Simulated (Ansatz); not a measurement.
N on the 1x1 (0001) surface of hcp Ru, one in a 1x1 cell, energies for each (6.4 Å²). Energies are against ½ N2(g), without zero-point or thermal terms; each row is named by its start.

Calculation: PBE (plane waves to 420 eV, PAW; Ansatz, an electronic-structure program).

Model: 5-atom slab, 6.3 Å thick at the start under the adsorbate (thin: gaps and levels are the slab's own), 12x12x1 mesh, Fermi-Dirac 0.1 eV, dipole correction, 2 atoms held, the rest relaxed; each run with such symmetry as its start has; spin where the adsorbate may keep a moment, no spin-orbit, no U, no dispersion correction.

A negative adsorption energy means that the adsorbate is more stable on the surface than in its reference. Starts that drift may end in the same place. Heights count from the host atoms within 0.3 Å of the top one.

```
starting site                           E_ads (eV)  height (Å)  nearest host atom (Å)  bonded to  Δ work function (eV)  lateral drift (Å)  moment (μB)
--------------------------------------  ----------  ----------  ---------------------  ---------  --------------------  -----------------  -----------
top Ru                                        1.40        1.64                Ru 1.64         Ru                  1.83                0.0          0.0
hollow Ru-Ru-Ru                               0.50        1.17                Ru 1.96       3 Ru                  1.97                0.0            –
hollow Ru-Ru-Ru over Ru at depth 2.1 Å        0.34        1.19                Ru 1.97       3 Ru                  2.06                0.0            –
bridge Ru-Ru (span 2.7 Å)                     0.34        1.19                Ru 1.97       3 Ru                  2.06                0.8            –
```
